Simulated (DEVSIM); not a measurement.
Device: Schottky contact on n-type InP, at 350 K.

```tsv
layer (left to right)	material	thickness (μm)	Nd (cm⁻³)	τn (s)	τp (s)
1	InP	14.0	1e15	7.1e-9	7.1e-9
```

Left contact: Schottky, work function 5.41 eV, emission velocity 2e6 cm/s. Right contact: ohmic. Voltage is applied to the left contact. Recombination: SRH at mid-gap, Auger. Mobility is constant in doping. Where it depends on doping, it is μmin + (μ − μmin)/(1 + (N/Nref)^α).

Constants are typed, rounded textbook-type inputs, not results; the design itself was drawn at random and stands for no fabricated device. Values at 300 K; Nc and Nv go as T^1.5, mobilities as T to minus their exponent, the gap by Varshni's rule with the affinity fixed. The table also holds parameters that only a changed run uses.

```tsv
parameter	InP
gap (eV)	1.344
affinity (eV)	4.38
permittivity	12.5
Nc (cm⁻³)	5.7e17
Nv (cm⁻³)	1.1e19
μn (cm²/Vs)	5200
μp (cm²/Vs)	170
μn,min	400
μp,min	10
Nref,n	3e17
Nref,p	4.9e17
αn	0.47
αp	0.62
T exponent of μn	2
T exponent of μp	2
Cn (cm⁶/s)	9e-31
Cp (cm⁶/s)	9e-31
Varshni α (eV/K)	0.000363
Varshni β (K)	162
```

Model (solved in DEVSIM): 1D drift-diffusion, Boltzmann statistics, complete ionisation; no tunnelling, impact ionisation, image-force lowering or self-heating. Metal contacts follow the ideal Schottky-Mott rule: no Fermi-level pinning, no interface dipoles.

Base results: largest field in the device at zero bias (V/cm) 15000; dark forward voltage at 100 A/cm² (V) 1.020; dark forward voltage at 1 A/cm² (V) 0.662; potential step across the device at zero bias (V) 0.832.

Q: What follows from this one change: metal work function 5.41 → 5.51 eV?

A: largest field in the device at zero bias 15000 → 21000 V/cm; dark forward voltage at 100 A/cm² 1.020 → 1.073 V; dark forward voltage at 1 A/cm² 0.662 → 0.753 V; potential step across the device at zero bias 0.832 → 0.932 V.

Q: What follows from this one change: temperature 350 → 450 K?

A: largest field in the device at zero bias 15000 → 21000 V/cm; dark forward voltage at 100 A/cm² 1.020 → 1.010 V; dark forward voltage at 1 A/cm² 0.662 → 0.532 V; potential step across the device at zero bias 0.832 → 0.760 V.

Q: What follows from this one change: thickness of layer 1 14 → 8.4 μm?

A: largest field in the device at zero bias little changed (15000 V/cm); dark forward voltage at 100 A/cm² 1.020 → 0.930 V; dark forward voltage at 1 A/cm² little changed (0.661 V); potential step across the device at zero bias little changed (0.832 V).

Q: What follows from this one change: doping-dependent mobility in place of the constant one?

A: largest field in the device at zero bias little changed (15000 V/cm); dark forward voltage at 100 A/cm² 1.020 → 1.034 V; dark forward voltage at 1 A/cm² little changed (0.663 V); potential step across the device at zero bias little changed (0.832 V).
